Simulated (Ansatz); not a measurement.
# Several settings converged on HfC (I4mm, 2 atoms in the cell)

```yaml
crystal:
  lattice:
    - [0.00000, 2.33160, 2.33160]
    - [2.33160, 0.00000, 2.33160]
    - [2.33160, 2.33160, 0.00000]
  atoms:
    - { symbol: Hf, position: [0.01072, 0.01072, 0.98928] }
    - { symbol: C, position: [0.50000, 0.50000, 0.50000] }
```

Base method: LDA (PW92), default PAW files made with PBE (plane waves; Ansatz, a first-principles code).

Base settings: basis.ecutwfc = 420 eV; kpoints.mp_grid.grid = 12 12 12; hamiltonian.xc = lda; hamiltonian.pseudopotentials = {kind: paw} (the program's default PAW files); scf.occupations.method = fermi_dirac; scf.occupations.width = 0.1 eV.

The count of work is k-points × plane waves × bands × iterations; it is no time. 

**The cutoff for other potential files**

Level: DFT, LDA (PW92), plane waves, harder PAW files (source: ansatz) made with PBE.

In this ladder: hamiltonian.pseudopotentials = {kind: paw, source: ansatz}.

The second cell is the first with its lattice scaled by 0.98.

The mesh stays at the base's, so the ladder's end is converged at best in this setting alone.

The first pressure column holds Ansatz's estimate of the finite-basis (Pulay) stress, which hides part of the cutoff error; the other is without it.

Only quantities that move along the ladder and can be compared are tabulated.

| basis.ecutwfc | free energy less the last step's (meV/atom) | energy of the compressed cell less the first (meV/atom) | pressure (GPa) | pressure without the Pulay estimate (GPa) | count of work / last |
|---|---|---|---|---|---|
| 370 eV | 279.37 | -26.37 | -12.53 | -27.77 | 0.086 |
| 450 eV | 74.30 | -29.56 | -13.14 | -17.67 | 0.13 |
| 575 eV | 8.78 | -30.30 | -13.27 | -14.04 | 0.21 |
| 695 eV | 1.41 | -30.44 | -13.30 | -13.37 | 0.28 |
| 820 eV | 0.99 | -30.45 | -13.30 | -13.31 | 0.36 |
| 985 eV | 0.58 | -30.45 | -13.30 | -13.32 | 0.47 |
| 1230 eV | 0.19 | -30.46 | -13.30 | -13.31 | 0.51 |
| 1640 eV | 0.00 | -30.46 | -13.30 | -13.30 | 1.0 |

Coarsest basis.ecutwfc that holds the pressure within 0.5 GPa of the last step, with all finer ones: 450 eV, at 0.13 of the last step's count of work; the step before is off by 0.77 GPa.

Coarsest basis.ecutwfc that holds the energy of the compressed cell less the first within 0.5 meV/atom of the last step, with all finer ones: 575 eV, at 0.21 of the last step's count of work; the step before is off by 0.90 meV/atom.

Coarsest basis.ecutwfc that holds the free energy within 2 meV/atom of the last step, with all finer ones: 695 eV, at 0.28 of the last step's count of work; the step before is off by 8.8 meV/atom.

The energy difference between the two cells stays within 1 meV/atom of the last step's from 450 eV on, the total only from 820 eV on: much of the error is common to both cells and cancels.

At the lowest cutoff the pressure without the Pulay estimate lies 14.5 GPa under the last step's, the usual sign of Pulay stress in an incomplete plane-wave basis.

**The relaxed cell against the cutoff**

On HfC (Fm-3m, 2 atoms in the cell): atoms on their sites.

In this ladder: relax = cell and atoms.

The mesh stays at the base's, so the ladder's end is converged at best in this setting alone.

Only quantities that move along the ladder and can be compared are tabulated.

| basis.ecutwfc | relaxed volume (Å³/atom) | relaxation steps |
|---|---|---|
| 295 eV | 11.977 | 12 |
| 355 eV | 11.963 | 8 |
| 420 eV | 11.954 | 8 |
| 505 eV | 11.953 | 6 |
| 630 eV | 11.952 | 6 |
| 840 eV | 11.952 | 6 |

At the lowest cutoff the cell relaxes to a volume 0.2 % larger than at the highest. Ansatz relaxes on a stress corrected for the finite basis.

On the base run: the starting cell has typed, rounded lattice constants, without a prior relaxation at this level. Its lattice was rescaled by up to half a per cent. One atom was moved a little off its site on purpose.

Left out of this page: 2 runs of the series failed or unconverged.

Keys are those of Ansatz 0.2.
